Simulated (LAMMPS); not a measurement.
Pressure dependence of NiAl (CsCl type) at 2470 K, from the melt.

Computed with classical MD, pair style meam, file MoCoNiVFeAlCr_2nn.meam, run in LAMMPS.

```json
[
 {"P (GPa)": "0", "state": "liquid", "volume": "15.525 ± 0.009 Å³/atom", "coordination number of Al by Ni": "6.47 (counted to 3.50 Å)", "self-diffusion coefficient of Al (not corrected for cell size)": "(8.76 ± 0.07) × 10^-5 cm²/s"},
 {"P (GPa)": "2", "state": "liquid", "volume": "14.893 ± 0.003 Å³/atom", "coordination number of Al by Ni": "6.82 (counted to 3.54 Å)", "self-diffusion coefficient of Al (not corrected for cell size)": "(7.6 ± 0.3) × 10^-5 cm²/s"},
 {"P (GPa)": "5", "state": "liquid", "volume": "14.222 ± 0.003 Å³/atom", "coordination number of Al by Ni": "6.95 (counted to 3.50 Å)", "self-diffusion coefficient of Al (not corrected for cell size)": "(6.34 ± 0.09) × 10^-5 cm²/s"}
]
```

Caution (rows 2; 5): a run this short can hold a crystal over, or a liquid under, the potential's own melting point, which these runs don't give.

Estimate the isothermal bulk modulus at zero pressure. A parabola P(ln V) through the three points gives −dP/d ln V = 40 GPa at zero pressure.

States go by the mean squared displacement: a species diffuses where it passes 1.5 Å², still rises and gives D over 1e-6 cm²/s; a crystal has left its structure where atoms lie 0.35 Å off their sites on average or a cubic box changes its shape by 3 %, or the axial ratios of another lie 8 % off the starting cell's, which the potential's own relaxation can also do.

Errors of D are the spread over four groups of atoms in one short run; a floor of about 5 %, a picked value, is safer.

The ± values are statistical; the model's systematic error is not in them.
